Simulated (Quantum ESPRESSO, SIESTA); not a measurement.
A SIESTA input for a self-consistent single point of CaSnF6 (Fm-3m, 8 atoms in the cell) (DFT, LDA PW92, numerical atomic orbitals TZP, PseudoDojo LDA standard norm-conserving potentials (rewritten from UPF to PSML)):

```
# files in the folder: Ca.psml Sn.psml F.psml (PseudoDojo LDA standard)
SystemName  CaSnF6
SystemLabel casnf6

NumberOfAtoms                8
NumberOfSpecies              3
%block ChemicalSpeciesLabel
  1 20 Ca
  2 50 Sn
  3 9 F
%endblock ChemicalSpeciesLabel
LatticeConstant              1.0 Bohr
%block LatticeVectors
     0.000000000    7.972612790    7.972612790
     7.972612790    0.000000000    7.972612790
     7.972612790    7.972612790    0.000000000
%endblock LatticeVectors
AtomicCoordinatesFormat      Ang
%block AtomicCoordinatesAndAtomicSpecies
     0.000000000    0.000000000    0.000000000  1
     4.218925000    4.218925000    4.218925000  2
     4.218925000    4.218925000    6.192875629  3
     4.218925000    4.218925000    2.244974371  3
     6.192875629    4.218925000    4.218925000  3
     2.244974371    4.218925000    4.218925000  3
     4.218925000    6.192875629    4.218925000  3
     4.218925000    2.244974371    4.218925000  3
%endblock AtomicCoordinatesAndAtomicSpecies

XC.functional                LDA
XC.authors                   PW92
PAO.BasisSize                TZP
PAO.EnergyShift              0.01 Ry
MeshCutoff                   350 Ry
%block kgrid.MonkhorstPack
    5   0   0  0.0
    0   5   0  0.0
    0   0   5  0.0
%endblock kgrid.MonkhorstPack
OccupationFunction           FD
ElectronicTemperature        580.23 K

MaxSCFIterations             150
SCF.Mixer.Method             Pulay
SCF.Mixer.Weight             0.1
SCF.Mixer.History            6
SCF.DM.Tolerance             1.0E-05
Diag.ParallelOverK           true
WriteForces                  true
```

**Question.** Write the same calculation as an input for Quantum ESPRESSO.

**Answer.** This is the input that was run; spellings and numerical settings could be chosen otherwise.

```fortran
&control
   calculation = 'scf',
   prefix = 'run',
   outdir = './tmp',
   pseudo_dir = './',
   tprnfor = .true.,
   tstress = .true.,
/
&system
   ibrav = 0,
   nat = 8,
   ntyp = 3,
   ecutwfc = 40,
   ecutrho = 200,
   occupations = 'smearing',
   smearing = 'fermi-dirac',
   degauss = 0.0036749,
/
&electrons
   conv_thr = 1.0d-10,
   mixing_beta = 0.7,
/
ATOMIC_SPECIES
Ca    40.0780  ca_lda_v1.uspp.F.UPF
Sn   118.7100  sn_lda_v1.4.uspp.F.UPF
F     18.9984  f_lda_v1.4.uspp.F.UPF
CELL_PARAMETERS angstrom
   0.0000000000     4.2189250000     4.2189250000
   4.2189250000     0.0000000000     4.2189250000
   4.2189250000     4.2189250000     0.0000000000
ATOMIC_POSITIONS crystal
Ca    0.0000000000    0.0000000000    0.0000000000
Sn    0.5000000000    0.5000000000    0.5000000000
F     0.7339400000    0.7339400000    0.2660600000
F     0.2660600000    0.2660600000    0.7339400000
F     0.2660600000    0.7339400000    0.7339400000
F     0.7339400000    0.2660600000    0.2660600000
F     0.7339400000    0.2660600000    0.7339400000
F     0.2660600000    0.7339400000    0.2660600000
K_POINTS automatic
5 5 5  0 0 0
```

Basis, cutoffs, solver keys and any potentials are the target program's own. This input uses DFT, LDA (PZ), plane waves, GBRV 1.5 ultrasoft (LDA) pseudopotentials. LDA parametrisations can differ slightly between programs.

The starting cell comes from a database of computed structures (which also holds hypothetical and non-ambient phases and stackings), without a prior relaxation at this level.
